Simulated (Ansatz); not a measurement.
The reference is GaN in the zinc blende structure (space group F-43m, No. 216; a = 4.498 Å). Axes: x, y, z lie along the cube axes.

Computed with r2SCAN (Ansatz, a first-principles code, PAW, spin-orbit coupling left out), earlier PAW set.

A first run, uniaxial strain ε_zz = −1.02 %, gives secant values C11 ≈ 290 GPa and C12 ≈ 160 GPa from its stress. A second run applies isotropic strain −2.90 %.

Q: What does linear elasticity predict for the bulk modulus −ΔP/(ΔV/V₀) in the second run, and what does the run give?

A: Linear elasticity: (C11 + 2 C12)/3 = 200 GPa. The run gives 250 GPa; any difference comes from nonlinear terms at these strains and numerical noise.

Stability against distortions was not tested. This is not the structure that GaN has at room temperature and ambient pressure.
